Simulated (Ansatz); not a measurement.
silicene (the free-standing sheet is a model) under biaxial strain, atoms relaxed at each strain; no spin-orbit coupling. The unstrained cell has an area of 12.957 Å². With ΔE the energy over the unstrained sheet and ε the strain as a fraction, ΔE/ε² = A·(C11 + C12) + c·ε for a hexagonal sheet at rest.

Method: PBE (plane waves to 420 eV, PAW; Ansatz, an electronic-structure program).

```tsv
run	strain (%)	ΔE/ε² (eV a cell)
-4 %	-4	73.2
-2 %	-2	?
+2 %	2	70.7
+4 %	4	69.2
+6 %	6	67.0
```

Fit a straight line y = a·x + b by least squares to the 4 complete rows (x: strain (%); y: ΔE/ε² (eV a cell)).

the means are x̄ = 2.00 and ȳ = 70.025; Σ(x − x̄)² = 56.000 and Σ(x − x̄)(y − ȳ) = -32.800, so a = -0.586 and b = ȳ − a·x̄ = 71.20. The largest residual is 0.68. The intercept gives the biaxial modulus C11 + C12 = b/A = 88 N/m (1 eV/Å² = 16.02 N/m); the slope is the softening under tension.

What does the line predict for the withheld row, -2 %, and what did the calculation give?

the line gives 72.4; the calculation gave 73.0, a miss of 0.6, of the size of the fitted rows' scatter and rounding.
